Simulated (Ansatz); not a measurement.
Defect: O vacancy in monoclinic ZrO2 with all lengths changed by -1 %, charge state +2. Method: PBE, PAW (plane waves to 420 eV; Ansatz, a first-principles code).

96-site cell at the strained lattice (strain from the relaxed PBE one, atoms relaxed), the Γ point alone, smearing 0.01 eV, spin-restricted, no finite-size correction. Static, classical nuclei. The charge state is imposed; whether it is stable for some Fermi level was not computed. Forms of the defect that were not tried may lie lower.

Barriers: single points on a 2×2×2 k-point mesh shifted by half a step at the bands' geometries.

A. a nearby O atom hops onto the vacant site; the atom moves 2.53 Å along (0.13, 0.44, 0.18) of the unit cell; the moving atom starts with neighbours O at 2.59, O at 2.63; Zr at 2.04, Zr at 2.11, Zr at 2.19 Å and ends with O at 2.53, O at 2.56; Zr at 2.03, Zr at 2.10, Zr at 2.21 Å; saddle order not checked.
B. a nearby O atom hops onto the vacant site; the atom moves 1.94 Å along (-0.36, -0.09, -0.14) of the unit cell; from a vacant O site with 3 nearest neighbours to a vacant O site with 4 nearest neighbours; the moving atom starts with neighbours O at 2.59, O at 2.64, O at 2.67; Zr at 2.10, Zr at 2.14, 2 Zr at 2.36 Å and ends with Zr at 2.04, Zr at 2.07, Zr at 2.26 Å; saddle order not checked.
C. a nearby O atom hops onto the vacant site; the atom moves 2.43 Å along (-0.01, -0.12, -0.44) of the unit cell; the moving atom starts with neighbours O at 2.57, O at 2.63; Zr at 2.05, Zr at 2.06, Zr at 2.22 Å and ends with O at 2.53, O at 2.57; Zr at 2.08, 2 Zr at 2.11 Å; saddle order not checked.

Problem. Order them by forward barrier (lowest first) at the level PBE, PAW.

Solution. C (0.66 eV), B (0.89 eV), A (1.11 eV)
